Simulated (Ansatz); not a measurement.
We consider L1₂ (Cu3Au-type) Pt3Ti, described by Hartree–Fock (PAW; Ansatz, a first-principles code).

The input as run:

Ansatz 0.2 input:
```yaml
crystal:
  lattice:
    - [3.8883088447, 0.0, 0.0]
    - [0.0, 3.8883088447, 0.0]
    - [0.0, 0.0, 3.8883088447]
  atoms:
    - { symbol: Ti, position: [0.0, 0.0, 0.0] }
    - { symbol: Pt, position: [0.0, 0.5, 0.5] }
    - { symbol: Pt, position: [0.5, 0.0, 0.5] }
    - { symbol: Pt, position: [0.5, 0.5, 0.0] }
basis:
  ecutwfc: 460
  ecutrho_ratio: 4
  xc_grid: 2
kpoints:
  mp_grid: { grid: [8, 8, 8] }
hamiltonian:
  xc: hf
  dispersion: none
  pseudopotentials: { kind: paw }
scf:
  occupations: { method: fermi_dirac, width: 0.05 }
  convergence: { dr2_threshold: 0.0000000004 }
output:
  forces: true
  stress: true
  eigenvalues: true
```

Question: How many irreducible k-points, plane waves at Γ does the program set up, and what pressure does the run end with?

Answer: 35 irreducible k-points, 1357 plane waves at Γ; P = 15.13 GPa, so the cell is compressed on average and its volume would grow at this level.

Excerpt of the program's output:

```
WARN output.stress: scf.exx.energy_threshold = 1e-6 eV is looser than the 4e-8 eV advised for a stress under a hybrid functional (1e-8 eV for each atom of the …
Crystal: 4 atoms, lattice volume = 58.787 Å³
Basis set: ecut = 460 eV, 1357 PW (Γ), exchange–correlation on 60×60×60 points (8 copies of the dense FFT grid, shifted against one another)
Bands: 40, of which v1, the nominal top of the filled ones, is band 33 counted from 1 (32 counted from 0)
Symmetry: 48 space group operations
Space group: Pm-3m (ITA 221), of the structure as read, at distance tolerance 3.9e-5 Å
k-points: 35 of 512
Functional: x = pbe(κ = 0.804, μ = 0.2195149727645171), c = none, warm-up for x = 0 pbe(κ = 0.804, μ = 0.2195149727645171) + 1 exact, c = none
SCF iter   1: F=—  HF=-39652.868025 eV  |F-HF|=—  |Δ(HF+E_count)|=         —  Δρ=2.50e-2  dr2=3.71e-1
SCF iter   2: F=—  HF=-39652.816340 eV  |F-HF|=—  |Δ(HF+E_count)|=   5.17e-2  Δρ=1.10e-2  dr2=6.77e-2
  ...
SCF 1 converged in 9 iterations: F = -39652.808602 eV  dr2 = 4.42e-11
Crystal: 4 atoms, lattice volume = 58.787 Å³
Initial density: handed on by an earlier stage of this run
Functional: x = 0 pbe(κ = 0.804, μ = 0.2195149727645171) + 1 exact, c = none
SCF 2 converged in 11 iterations: F = -39646.504178 eV  dr2 = 9.43e-11
Crystal: 4 atoms, lattice volume = 58.787 Å³
SCF 3 converged in 8 iterations: F = -39647.608812 eV  dr2 = 1.41e-10
Crystal: 4 atoms, lattice volume = 58.787 Å³
SCF 4 converged in 7 iterations: F = -39647.768346 eV  dr2 = 2.40e-11
Crystal: 4 atoms, lattice volume = 58.787 Å³
SCF 5 converged in 5 iterations: F = -39647.807384 eV  dr2 = 1.40e-10
Crystal: 4 atoms, lattice volume = 58.787 Å³
SCF 6 converged in 4 iterations: F = -39647.820703 eV  dr2 = 2.89e-10
Crystal: 4 atoms, lattice volume = 58.787 Å³
Crystal: 4 atoms, lattice volume = 58.787 Å³
Crystal: 4 atoms, lattice volume = 58.787 Å³
SCF iter   4: F=—  HF=-39647.823199 eV  |F-HF|=—  |Δ(HF+E_count)|=  9.02e-10  Δρ=1.65e-6  dr2=3.38e-9
SCF iter   5: F=—  HF=-39647.823199 eV  |F-HF|=—  |Δ(HF+E_count)|=  2.40e-10  Δρ=9.67e-7  dr2=1.20e-9
SCF 9 converged in 6 iterations: F = -39647.823199 eV  dr2 = 1.15e-11
Free energy (F): -39647.823199 eV
Internal energy: -39647.821607 eV  (E = F + TS)
E sigma→0 (E₀):  -39647.822403 eV
Fermi energy:    24.166445 eV
--- Forces (eV/Å), atoms counted from 1 ---
  atom   1  Ti     0.00000000     0.00000000     0.00000000
  atom   2  Pt     0.00000000     0.00000000     0.00000000
  atom   3  Pt     0.00000000    -0.00000000     0.00000000
  atom   4  Pt     0.00000000    -0.00000000     0.00000000
--- Stress (GPa, compression-positive) ---
       15.126308      -0.000000       0.000000
        0.000000      15.126308       0.000000
        0.000000       0.000000      15.126308
  P = ⅓ Tr σ = 15.1263 GPa (151.263 kbar)
```

The cell is one volume of an energy–volume scan, off the minimum.

The PAW data were made under PBE.

Note: the run has no spin polarisation, so it can have missed a magnetic state.
